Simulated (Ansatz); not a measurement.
# AlP: pressure series

The reference is AlP in the zinc blende structure (space group F-43m, No. 216; a = 5.5078 Å).

Cell and atoms are relaxed at each pressure.

Method: Kohn–Sham DFT with the PBE functional, run in Ansatz (a quantum-chemistry and plane-wave program) with PAW and 420 eV plane waves, no spin-orbit coupling.

Candidates:
(a) pressure 4.5 GPa
(b) pressure 2.1 GPa
(c) pressure −1 GPa
(d) pressure 22.5 GPa
(e) pressure 30 GPa

Base values:

Band gap: 1.63 eV

**Question.** Order them by band gap, highest first.

**Answer.** (c) pressure −1 GPa (1.66 eV), (b) pressure 2.1 GPa (1.59 eV), (a) pressure 4.5 GPa (1.54 eV), (d) pressure 22.5 GPa (1.21 eV), (e) pressure 30 GPa (1.10 eV)

Load acts through the strain it causes; cell and atoms are relaxed under it. Whether these cells are dynamically stable was not tested. Measured, AlP leaves this structure (for the NiAs type) near 14.2 GPa (temperature not stated; as listed in Datta, Sujoy, Jana, Debnarayan, arXiv (2020)), on rising pressure, with hysteresis.
